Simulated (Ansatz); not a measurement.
## MgS: pressure series

The parent structure is MgS in the rock salt structure (space group Fm-3m, No. 225; a = 5.230 Å).

Cell and atoms are relaxed at each pressure.

Level of theory: Ansatz (a first-principles code) PBE, no spin-orbit coupling, earlier PAW set.

```tsv
P (GPa)	V (Å³/atom)
-2.00	18.399
-1.00	18.129
0.30	17.807
0.70	17.714
1.50	17.534
3.00	17.219
5.01	16.839
7.51	16.416
10.01	16.040
```

A third-order Birch–Murnaghan fit to these points gives V₀ = 17.88 Å³/atom, B₀ = 74 GPa and B₀′ = 4.1. At pressure 10 GPa the volume is 89.7 % of V₀.

Measured bulk modulus of MgS: 81 GPa (static lattice; corrected from measurement; as listed in Tamar Goldzak et al., The Journal of Chemical Physics (2022)); the computed value is 9 % below it.

Between the base and pressure 7.5 GPa the gap moves from 2.76 eV to 2.94 eV, a mean slope of 24 meV/GPa.

Load acts through the strain it causes; cell and atoms are relaxed under it. No phonon test of stability was made. No other phases were tried under pressure.
